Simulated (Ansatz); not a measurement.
We consider ZrO (model structure, P-62m, No. 189, 6 atoms in the cell), described by LDA in Ansatz (plane waves, PAW).

Settings: plane-wave cutoff 520 eV, 12×12×18 k mesh (along the axes of the cell as run), Fermi–Dirac smearing 0.05 eV, scalar-relativistic PAW data made under PBE.

Cell (relaxed at this level):

```xyz
6
Lattice="5.2174 0.0000 0.0000 -2.6087 4.5184 0.0000 0.0000 0.0000 3.1316" Properties=species:S:1:pos:R:3 pbc="T T T"
Zr     0.0000     0.0000     0.0000
Zr     0.0000     3.0123     1.5658
Zr     2.6087     1.5061     1.5658
O      2.1215     0.0000     0.0000
O      1.5480     2.6812     0.0000
O     -1.0607     1.8372     0.0000
```

Task: Predict the bulk modulus B0.

Result: 
bulk modulus B0: 229 GPa

The run finds no gap.

Note: the bulk modulus is −V dP/dV from two relaxed cells at ±2 % in volume; the relaxation could raise the start's symmetry but not lower it, so the cell can be a saddle point.

Computing time: very roughly 5 core-minutes.

A model structure was made by putting elements into a prototype or built by hand; it is no filed structure, need not be a known phase, and can be a saddle point held by its symmetry.

Ansatz is a quantum-chemistry and plane-wave program.
